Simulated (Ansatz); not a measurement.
Given:

```
CELL_PARAMETERS angstrom
      1.52864     0.92941     5.78523
     -1.59133     0.88268     5.80938
     -0.07182    -1.78432     5.79299
ATOMIC_POSITIONS crystal
  Mo 0.00242 0.99790 0.99980
  S  0.76152 0.74922 0.75837
  S  0.56936 0.58618 0.57514
```

No spin polarisation.

Computed with PBEsol-D3(BJ) (Ansatz, a first-principles code; PAW; 420 eV plane waves; no spin-orbit coupling). Settings: 12×12×12 k-points, 0.05 eV Fermi–Dirac smearing.

**Question.** Predict the space group and band gap.

**Answer.** The space group comes out as P1 (No. 1). The band gap comes out as 0.55 eV.

The cells carry an imposed strain or load. Whether these cells are dynamically stable was not tested. The cell was made from MoS$_{2}$ in the 3R-MoS2 type structure (space group R3m, No. 160; layered, stacked along the Cartesian z axis) by this change: strain tensor (xx, yy, zz, yz, xz, xy) = (+0.14, −0.29, +0.18, +0.16, −0.78, +1.50) %.
